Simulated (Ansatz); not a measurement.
This Ansatz (a first-principles code) input is the reference run, TlBr in the CsCl type structure (space group Pm-3m, No. 221), computed with LDA/PAW in Ansatz, scalar-relativistic without spin-orbit coupling:

Ansatz 0.2 input:
```yaml
crystal:
  lattice:
    - [3.8395272446, 0, 0]
    - [0, 3.8395272446, 0]
    - [0, 0, 3.8395272446]
  atoms:
    - { symbol: Tl, position: [0, 0, 0] }
    - { symbol: Br, position: [0.5, 0.5, 0.5] }
basis: { ecutwfc: 420, ecutrho_ratio: 4, xc_grid: 2, fft_grid_basis: typed }
kpoints: { mp_grid: { grid: [9, 9, 9] } }
hamiltonian:
  xc: lda
  dispersion: none
  pseudopotentials: { kind: paw }
scf: { occupations: { method: fermi_dirac, width: 0.05 }, convergence: { dr2_threshold: 0.0000000002 } }
output: { forces: true, stress: true }
checkpoint: { write: state.ck, write_every: 1000 }
```

Question: Write the input for this change: the cell is scaled by 1.0100 in all directions; the atoms relax in the strained cell.

Answer: 
Ansatz 0.2 input:
```yaml
crystal:
  lattice:
    - [3.877922517, 0, 0]
    - [0, 3.877922517, 0]
    - [0, 0, 3.877922517]
  atoms:
    - { symbol: Tl, position: [0, 0, 0] }
    - { symbol: Br, position: [0.5, 0.5, 0.5] }
basis: { ecutwfc: 420, ecutrho_ratio: 4, xc_grid: 2, fft_grid_basis: typed }
kpoints: { mp_grid: { grid: [9, 9, 9] } }
hamiltonian:
  xc: lda
  dispersion: none
  pseudopotentials: { kind: paw }
scf: { occupations: { method: fermi_dirac, width: 0.05 }, convergence: { dr2_threshold: 0.0000000002 } }
relax: { f_tol: 0.005, max_steps: 50 }
output: { forces: true, stress: true }
checkpoint: { write: state.ck, write_every: 1000 }
```
This is the input that was run.

Whether these cells are dynamically stable was not tested.
